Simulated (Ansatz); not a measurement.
**What pressure 1.8 GPa does to TaN**

The parent structure is TaN in the rock salt structure (space group Fm-3m, No. 225; a = 4.396 Å).

Modification: cell and atoms relaxed at a pressure of 1.8 GPa.

Calculations: Ansatz (a first-principles code), r2SCAN, PAW, cutoff 500 eV, scalar-relativistic without spin-orbit coupling, earlier PAW set. k-mesh 18×18×18 (Γ-centred); smearing 0.05 eV (Fermi–Dirac).

| quantity | base | changed | shift |
|---|---|---|---|
| volume per atom | 10.62 Å³ | 10.56 Å³ | -0.053 Å³ |
| density | 15.24 g/cm³ | 15.32 g/cm³ | +0.08 g/cm³ |
| lattice parameter a | 4.396 Å | 4.389 Å | -0.007 Å |
| shortest interatomic distance | 2.198 Å | 2.194 Å | -0.004 Å |
| enthalpy H = E + PV relative to the base's energy | – | +0.12 eV/atom | – |
| band gap | zero | zero | – |

Final structure:

```
CELL_PARAMETERS angstrom
      0.00000     2.19427     2.19427
      2.19427     0.00000     2.19427
      2.19427     2.19427     0.00000
ATOMIC_POSITIONS crystal
  N  0.00000 0.00000 0.00000
  Ta 0.50000 0.50000 0.50000
```

Load acts through the strain it causes; cell and atoms are relaxed under it. No phonon test of stability was made. All final runs are without spin polarisation. This is not the structure that TaN has at room temperature and ambient pressure.
